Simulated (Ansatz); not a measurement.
Terminations of the (100) surface of fcc Cu, measured from the surface 'clean 1x1'. Atoms come from or go to: Al: fcc Al, Cu: fcc Cu, Ga: alpha gallium, Mg: hcp Mg, Re: hcp Re. ΔE is the energy of forming the row's surface from that one (negative: more stable at these reservoirs); the vacuum level's shift is aligned on the shared bottom. No zero-point or thermal terms. These are constructed structures in small cells; real faces may alloy, dewet or reconstruct in larger ones, and not all known structures of the face are among them. Slabs of about 9 Å with all that they carry, Fermi-Dirac smearing of 0.1 eV. Bottom of the slabs: a bare face, its two planes held. Relaxed from the named starts with such symmetry as they have, on meshes of like density; energies extrapolated to zero smearing; no spin-orbit coupling, no U. Spin-polarised runs, if any, are marked in brackets, and their order is one that fits the cell; the others ran without spin. A dash marks a value that is undefined for that row (no clear gap, or no work function of a gapped slab) or was not read reliably on its mesh.

All values below come from PBE (plane waves to 420 eV, PAW; Ansatz, an electronic-structure program).

```
surface                                             atoms added per 1x1  ΔE per 1x1 (eV)  shift of the vacuum level (eV)  work function (eV)
--------------------------------------------------  -------------------  ---------------  ------------------------------  ------------------
a pseudomorphic layer of Mg in the host's stacking                +1 Mg              ___                           -0.51                4.05
a pseudomorphic layer of Re in the host's stacking                +1 Re              ___                            0.91                5.40
a layer of Ga in place of the second plane                 -1 Cu, +1 Ga             0.02                            0.21                4.77
a pseudomorphic layer of Al in the host's stacking                +1 Al              ___                           -0.07                4.48
```

Fill in the missing entries.


- a pseudomorphic layer of Mg in the host's stacking, ΔE per 1x1 (eV): 0.12
- a pseudomorphic layer of Re in the host's stacking, ΔE per 1x1 (eV): 1.23
- a pseudomorphic layer of Al in the host's stacking, ΔE per 1x1 (eV): -0.14
